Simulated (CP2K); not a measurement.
Worked example: self-consistent single point of InSe (C2/m, 4 atoms in the cell) in CP2K.

Level of theory: LDA (Pade form), GPW, DZVP-MOLOPT-SR-GTH basis, GTH-PADE potentials (GTH_POTENTIALS) (CP2K 2026.2).

```xyz
4
Lattice="6.1781 0.0000 0.0000 4.8114 3.8754 0.0000 -1.6251 -0.5731 4.7714" Properties=species:S:1:pos:R:3 pbc="T T T"
In    -0.3204    -0.1130     4.5479
In     9.6847     3.4153     0.2235
Se     3.1882     1.1243     1.5795
Se     6.1761     2.1780     3.1918
```

Reference input (self-consistent single point, DFT PBEsol, GPW, DZVP-MOLOPT-SR-GTH basis, GTH-PBE potentials (GTH_POTENTIALS)): CUTOFF = 500 Ry; REL_CUTOFF = 40 Ry; KPOINTS/SCHEME = MONKHORST-PACK 5 5 4; GAMMA_CENTERED = T; XC_FUNCTIONAL = PBE:PBESOL; In/BASIS_SET = DZVP-MOLOPT-SR-GTH-q13; In/POTENTIAL = GTH-PBE-q13; Se/BASIS_SET = DZVP-MOLOPT-SR-GTH-q6; Se/POTENTIAL = GTH-PBE-q6; METHOD = GPW; EPS_DEFAULT = 1e-11; NGRIDS = 5. This run's input differs from it in these lines:

```diff
@@ -39,6 +39,3 @@
     &XC
-      &XC_FUNCTIONAL
-        &PBE
-          PARAMETRIZATION PBESOL
-        &END PBE
+      &XC_FUNCTIONAL PADE
       &END XC_FUNCTIONAL
@@ -76,3 +73,3 @@
       BASIS_SET DZVP-MOLOPT-SR-GTH-q13
-      POTENTIAL GTH-PBE-q13
+      POTENTIAL GTH-PADE-q13
     &END KIND
@@ -80,3 +77,3 @@
       BASIS_SET DZVP-MOLOPT-SR-GTH-q6
-      POTENTIAL GTH-PBE-q6
+      POTENTIAL GTH-PADE-q6
     &END KIND
```

Output (repeated stretches shortened):

```
 SCF WAVEFUNCTION OPTIMIZATION

  Step     Update method      Time    Convergence         Total energy    Change
     1 NoMix/Diag. 0.40E+00      -     1.13107331      -131.8977890762 -1.32E+02
     2 Broy./Diag. 0.40E+00      -     0.12144544      -132.0629835727 -1.65E-01
     3 Broy./Diag. 0.40E+00      -     0.04612387      -131.9140288868  1.49E-01
     4 Broy./Diag. 0.40E+00      -     0.01011471      -131.8074860949  1.07E-01
     5 Broy./Diag. 0.40E+00      -     0.00123788      -131.7872111353  2.03E-02
     6 Broy./Diag. 0.40E+00      -     0.00059852      -131.7952956598 -8.08E-03
     7 Broy./Diag. 0.40E+00      -     0.00004106      -131.7958344629 -5.39E-04
     8 Broy./Diag. 0.40E+00      -     0.00001833      -131.7956694202  1.65E-04
     9 Broy./Diag. 0.40E+00      -     0.00000420      -131.7957262875 -5.69E-05
    10 Broy./Diag. 0.40E+00      -     0.00000075      -131.7957620192 -3.57E-05
    11 Broy./Diag. 0.40E+00      -     0.00000009      -131.7957624762 -4.57E-07
  *** SCF run converged in    11 steps ***

  Overlap energy of the core charge distribution:               0.00000000054361
  Self energy of the core charge distribution:               -219.72710862031931
  Core Hamiltonian energy:                                     64.59003093842216
  Hartree energy:                                              42.04909196745548
  Exchange-correlation energy:                                -18.70777676230794

  Total energy:                                              -131.79576247620599

                     Mulliken Population Analysis

 #  Atom  Element  Kind  Atomic population                           Net charge
       1     In       1         12.954464                              0.045536
       2     In       1         12.954463                              0.045537
   [... lines left out ...]

 STRESS| Analytical stress tensor [bar]
 STRESS|                        x                   y                   z
 STRESS|      x       -2.70263537947E+04  -2.05446361945E+03   5.93981283997E+02
 STRESS|      y       -2.05446361945E+03  -2.19250537261E+04   2.09460003789E+02
 STRESS|      z        5.93981283997E+02   2.09460003789E+02  -1.90734703277E+04
 STRESS| 1/3 Trace                                            -2.26749592828E+04
```

The run converged in 11 iterations. Against the reference run the pressure goes from -0.18 to -2.27 GPa, the largest force goes from 0.228 to 0.046 eV/Å and the gap on the mesh goes from 1.011 to 0.963 eV.

The starting cell comes from a database of computed structures (which also holds hypothetical and non-ambient phases and stackings), without a prior relaxation at this level. Values carry the incompleteness of an atom-centred basis.
